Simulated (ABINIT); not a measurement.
A relaxation of cell and atoms of Ag (Fm-3m, 1 atom in the cell) with ABINIT.

Method of the run: PBE, norm-conserving pseudopotentials (PseudoDojo nc-sr-05 PBE standard) (plane waves; ABINIT).

The input file:

```
# Ag, PseudoDojo nc-sr-05 PBE standard
pp_dirpath "./"
pseudos "Ag.upf"
acell 2.8920667351 2.8920667351 2.8920667351 Angstrom
rprim
        -0.0000000000    0.7071067812    0.7071067812
         0.7071067812   -0.0000000000    0.7071067812
         0.7071067812    0.7071067812   -0.0000000000
natom 1
ntypat 1
znucl 47
typat 1
xred    0.0000000000    0.0000000000    0.0000000000
ecut 41
occopt 7
tsmear 0.00367493
nband 15
kptopt 1
ngkpt 14 14 14
nshiftk 1
shiftk 0 0 0
nstep 80
tolvrs 1.0e-11
ionmov 22
ntime 40
tolmxf 5.0e-05
optcell 2
dilatmx 1.08
ecutsm 0.5
prtwf 0
prtden 0
```

Output (repeated stretches shortened):

```
--- !BeginCycle
solver: {iscf: 7, nstep: 80, nline: 4, wfoptalg: 0, }
tolerances: {tolvrs: 1.00E-11, }
...

     iter   Etot(hartree)      deltaE(h)  residm     vres2
 ETOT  1  -154.96689810814    -1.550E+02 1.111E-01 8.250E+01
 ETOT  2  -155.00173183493    -3.483E-02 2.352E-02 8.914E+01
 ETOT  3  -155.01873486840    -1.700E-02 2.532E-03 7.910E-02
 ETOT  4  -155.01875225638    -1.739E-05 1.550E-03 5.224E-04
 ETOT  5  -155.01875227781    -2.143E-08 6.559E-04 1.244E-05
 ETOT  6  -155.01875227914    -1.335E-09 4.276E-04 8.560E-07
 ETOT  7  -155.01875227928    -1.353E-10 4.609E-04 1.213E-09
 ETOT  8  -155.01875227928     9.379E-13 7.879E-04 8.670E-12
 At SCF step    8       vres2   =  8.67E-12 < tolvrs=  1.00E-11 =>converged.

 Cartesian components of stress tensor (hartree/bohr^3)
  sigma(1 1)= -1.45048823E-04  sigma(3 2)=  0.00000000E+00
  sigma(2 2)= -1.45048823E-04  sigma(3 1)=  0.00000000E+00
  sigma(3 3)= -1.45048823E-04  sigma(2 1)=  0.00000000E+00

---OUTPUT-----------------------------------------------------------------------

 Cartesian coordinates (xcart) [bohr]
  0.00000000000000E+00  0.00000000000000E+00  0.00000000000000E+00
 Reduced coordinates (xred)
  0.00000000000000E+00  0.00000000000000E+00  0.00000000000000E+00
 Cartesian forces (fcart) [Ha/bohr]; max,rms= 0.00000E+00 0.00000E+00 (free atoms)
 -0.00000000000000E+00 -0.00000000000000E+00 -0.00000000000000E+00
 Gradient of E wrt nuclear positions in reduced coordinates (gred)
   [... lines left out ...]
 At Broyd/MD step   4, gradients are converged :
 Fermi (or HOMO) energy (hartree) =   0.37298   Average Vxc (hartree)=  -0.45618
   [... lines left out ...]
total_energy        : -1.55019093768029E+02
total_energy_eV     : -4.21828406615117E+03
band_energy         : -1.35210240013125E+01
...

-Cartesian components of stress tensor (GPa)         [Pressure=  1.1512E-02 GPa]
- sigma(1 1)= -1.15120866E-02  sigma(3 2)=  0.00000000E+00
- sigma(2 2)= -1.15120866E-02  sigma(3 1)=  0.00000000E+00
- sigma(3 3)= -1.15120866E-02  sigma(2 1)=  0.00000000E+00

 Calculation completed.
```

The run converged. 

Summary of the result:
```
Quantity                                                                                                  Value
------------------------------------  -------------------------------------------------------------------------
Free energy E − TS                                                                                  -4218.28 eV
Fermi level (on the code's own zero)                                                                   10.15 eV
Pressure                                                                                               0.01 GPa
Final cell                            a = 2.933 Å, b = 2.933 Å, c = 2.933 Å, α = 60.00°, β = 60.00°, γ = 60.00°
Final volume per atom                                                                                  17.83 Å³
Relaxation steps                                                                                              4
```

The starting cell has typed, rounded lattice constants, without a prior relaxation at this level. The relaxation keeps the symmetry of its start, so its end need not be a minimum.

Cost on one core of a shared machine: roughly 5 min.
